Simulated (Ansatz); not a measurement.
Here is the system:

```
CELL_PARAMETERS angstrom
      0.00000     2.66716     2.66716
      2.66716     0.00000     2.66716
      2.66716     2.66716     0.00000
ATOMIC_POSITIONS crystal
  Zn 0.00000 0.00000 0.00000
  S  0.25000 0.25000 0.25000
```

Method: r2SCAN with spin-orbit coupling, rigid bands (plane waves, PAW; Ansatz, a quantum-chemistry and plane-wave program). Condition of this run: hydrostatic pressure of 1 GPa (compression positive) (the target of the relaxation). Cell: cell and atoms relaxed with PBEsol, then loaded as said.

Problem. What conductivity effective mass do dilute holes have at 300 K?

Solution. 0.84 mₑ.

Problem. What conductivity effective mass do dilute electrons have at 300 K?

Solution. 0.21 mₑ.

Problem. And the band gap?

Solution. 2.83 eV at this level; semilocal functionals usually fall short of the measured gap.

Rigid bands, one relaxation time for all states, no polarons. Geometry: cell and atoms relaxed with PBEsol.
